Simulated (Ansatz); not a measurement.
Start from Ag in the fcc (Cu type) structure (space group Fm-3m, No. 225; a = 4.054 Å; relaxed with 0.1 eV smearing).

Method: PBEsol (Ansatz, a quantum-chemistry and plane-wave program), scalar-relativistic without spin-orbit coupling.

Base values:

| Property | Value |
|---|---|
| Pressure | 0.0 GPa |

The change: every lattice vector is shortened by 0.50 %, atoms relaxed at fixed cell.

Task: How does this affect the energy relative to the base?

Result: The energy grows by 1.4 meV/atom.

Task: What happens to the pressure?

Result: The pressure goes from zero to 1.9 GPa.

The cells carry an imposed strain or load. No phonon test of stability was made.
